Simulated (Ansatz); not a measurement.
The starting structures come from a database of crystals and need not be the phases stable at ambient conditions.

Here is the system:

```yaml
crystal:
  lattice:
    - [4.00568, 0.00000, 0.00000]
    - [0.00000, 4.00568, 0.00000]
    - [2.00284, 2.00284, 2.74747]
  atoms:
    - { symbol: Zn, position: [0.00000, 0.00000, 0.00000] }
    - { symbol: Se, position: [0.25000, 0.75000, 0.50000] }
```

The cell is strained (lengths along the current scaled by 0.97, ions clamped); by r2SCAN it stands under a pressure of 2.1 GPa.

Transport runs along the normal of the first two printed cell vectors, the (001) (indices of the unstrained crystal) plane of the conventional cell.

The gap is the functional's own. No spin-orbit coupling. Mid-gap values are those at the computed energy nearest the middle.

**Question.** Estimate the band gap and the smallest decay constant κ at mid-gap that r2SCAN (Ansatz, a first-principles code) returns for this system.

**Answer.** Gap 1.93 eV on a 12×12×12 mesh; κ = 0.129 1/Å, at the zone centre.
